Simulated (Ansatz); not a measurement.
# PbS under a change: isotropic strain −1.00 %

The reference is PbS in the rock salt structure (space group Fm-3m, No. 225; a = 5.9027 Å).

One thing is altered: every lattice vector is shortened by 1.00 %; the atoms relax in the strained cell.

Method: PBEsol (Ansatz, a quantum-chemistry and plane-wave program), no spin-orbit coupling. k-mesh 10×10×10 (Γ-centred); smearing 0.05 eV (Fermi–Dirac).

The space group stays Fm-3m (No. 225) and the shortest interatomic distance falls by 0.0295 Å to 2.922 Å. The energy increases by 4.4 meV/atom and the pressure goes from zero to 1.91 GPa. The band gap shrinks by 0.12 eV, from 0.19 eV to 0.07 eV and the gap character stays direct at L. The mean gap deformation potential ΔEg/Δln V comes out as +4.0 eV and the width of the top valence band increases by 0.245 eV to 3.83 eV. The valley order (the lowest conduction-band minima on the path, energy above the VBM, named in the base's zone) changes from L along ⟨111⟩ 0.19 eV; a point along ⟨110⟩, about 0.7 Å⁻¹ from Γ 1.14 eV to L along ⟨111⟩ 0.07 eV; a point along ⟨110⟩, about 0.7 Å⁻¹ from Γ 1.06 eV.

Final structure:

```
CELL_PARAMETERS angstrom
      0.00000     2.92183     2.92183
      2.92183     0.00000     2.92183
      2.92183     2.92183     0.00000
ATOMIC_POSITIONS crystal
  Pb 0.00000 0.00000 0.00000
  S  0.50000 0.50000 0.50000
```

Spin-orbit coupling, missing from the scalar runs, can matter with Pb. Stability against distortions was not tested. The zero or small gap of PbS can change with the level of theory.
